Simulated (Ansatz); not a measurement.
Input:

```xyz
2
Lattice="3.8303 0.0000 0.0000 0.0000 3.8303 0.0000 1.9152 -1.9152 2.6415" Properties=species:S:1:pos:R:3 pbc="T T T"
S      1.9152     0.0000     1.3207
Zn     0.0000     0.0000     0.0000
```

No spin polarisation.

Method: PBEsol (Ansatz, a program for electronic structure, PAW, without spin-orbit coupling), earlier PAW set. Settings: 11×11×11 k-points, 0.05 eV Fermi–Dirac smearing.

Task: Predict the band gap, electron mass, gap character and in-plane stress.

Result: The band gap is 1.99 eV and the electron mass is 0.16 mₑ (at Γ). The gap character is direct at Γ and the mean in-plane stress (compression positive) comes out as -1.0 GPa.

The cells carry an imposed strain or load. Masses are band curvatures over ±0.01 Å⁻¹ around the edge. Stability against distortions was not tested. The cell was made from ZnS in the zinc blende structure (space group F-43m, No. 216) by this change: biaxial strain +1.12 %, plane normal [001], relaxed out of plane.
